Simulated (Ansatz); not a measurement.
**fluorite-type CoSi2 (0 0 1) on zinc-blende ZnS (0 0 1) (film strained to the substrate, started from cuts of the bulks and a machine-learned relaxation; slabs S5Zn6 and Co4Si8, which can lie off the formulas)**

A periodic stack without vacuum, fluorite-type CoSi2 (0 0 1) on zinc-blende ZnS (0 0 1) (film strained to the substrate, started from cuts of the bulks and a machine-learned relaxation; slabs S5Zn6 and Co4Si8, which can lie off the formulas): substrate slab S5Zn6, film Co4Si8, surface cells [[1, 0], [1, 1]] and [[1, 0], [1, 1]], film strained by +1.6 and +1.6 %, outermost planes Zn/Zn and Si/Co as cut, which need not be the usual terminations and can put a slab off its formula.

The start was prepared with a machine-learned potential, and the result is one local minimum, with the in-plane cell held and forces under 0.04 eV/Å; the film can end far from its bulk form.

All values below come from PBE (plane waves to 420 eV, PAW; Ansatz, a first-principles code). Spin–orbit coupling is left out; the runs are not spin-polarised; PBE gaps are too small against experiment. Its k-point mesh 8×8×1, Fermi–Dirac width 0.05 eV.

```
Quantity                                                                                                                 Result
--------------------------------------------------------------------------------  ---------------------------------------------
interface area                                                                                                          14.8 Å²
period                                                                                                                  26.11 Å
heights between the nearest atoms of the two slabs at the two interfaces                                        1.75 and 1.28 Å
Si–Zn contacts across the interfaces within 1.22 times the sum of covalent radii                                 5, mean 2.70 Å
Co–Zn contacts across the interfaces within 1.22 times the sum of covalent radii                                 2, mean 2.58 Å
estimate of the barrier                                                           withheld, since the two interfaces are unlike
```

```yaml
crystal:
  lattice:
    - [3.84940, -0.00001, 0.06558]
    - [-0.00024, 3.84921, 0.00257]
    - [0.49710, -0.00651, 26.12526]
  atoms:
    - { symbol: S, position: [0.97651, 0.37209, 0.07342] }
    - { symbol: S, position: [0.93604, 0.37147, 0.28209] }
    - { symbol: S, position: [0.46224, 0.87182, 0.17785] }
    - { symbol: S, position: [0.88486, 0.37049, 0.49059] }
    - { symbol: S, position: [0.41066, 0.87102, 0.38632] }
    - { symbol: Zn, position: [0.97574, 0.87179, 0.12594] }
    - { symbol: Zn, position: [0.46937, 0.36780, 0.01802] }
    - { symbol: Zn, position: [0.92340, 0.87132, 0.33423] }
    - { symbol: Zn, position: [0.44867, 0.37170, 0.23000] }
    - { symbol: Zn, position: [0.87184, 0.87024, 0.54562] }
    - { symbol: Zn, position: [0.39764, 0.37084, 0.43838] }
    - { symbol: Co, position: [0.81126, 0.86819, 0.76955] }
    - { symbol: Co, position: [0.33661, 0.36886, 0.66740] }
    - { symbol: Co, position: [0.77786, 0.86772, 0.96884] }
    - { symbol: Co, position: [0.29209, 0.36774, 0.87024] }
    - { symbol: Si, position: [0.32408, 0.86868, 0.71851] }
    - { symbol: Si, position: [0.82385, 0.36829, 0.72033] }
    - { symbol: Si, position: [0.84770, 0.36961, 0.62272] }
    - { symbol: Si, position: [0.35290, 0.86928, 0.61276] }
    - { symbol: Si, position: [0.29564, 0.86766, 0.92217] }
    - { symbol: Si, position: [0.77667, 0.36746, 0.92162] }
    - { symbol: Si, position: [0.80445, 0.36804, 0.82026] }
    - { symbol: Si, position: [0.29992, 0.86787, 0.81984] }
```
